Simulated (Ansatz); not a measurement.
**CsCl-type CuZn**

Computed with PBEsol (plane waves, PAW; Ansatz, a program for electronic structure).

Settings: plane-wave cutoff 500 eV, 18×18×18 k mesh, Fermi–Dirac smearing 0.1 eV, no spin polarisation, scalar-relativistic PAW data made under PBE.

Cell (relaxed at this level):

```yaml
crystal:
  lattice:
    - [2.90876, 0.00000, 0.00000]
    - [0.00000, 2.90876, 0.00000]
    - [0.00000, 0.00000, 2.90876]
  atoms:
    - { symbol: Zn, position: [0.50000, 0.50000, 0.50000] }
    - { symbol: Cu, position: [0.00000, 0.00000, 0.00000] }
```

```json
{
 "equilibrium_volume_per_atom": "12.31 Å³/atom",
 "lattice_parameter_a": "2.909 Å"
}
```

Measured, for comparison: equilibrium volume per atom 12.93 Å³/atom, lattice constant a 2.958 Å (temperature not stated, no zero-point or thermal correction; as tabulated in First-Principles Study on the Electrical and Thermal Conductivities of Cu–Zn …). Computed (rounded) less measured: equilibrium volume per atom -4.8 %, lattice constant a -1.7 %. A static lattice is as a rule a little smaller and stiffer than an uncorrected measurement, which narrows the difference in the lattice constant a and would widen misses of the other sign.
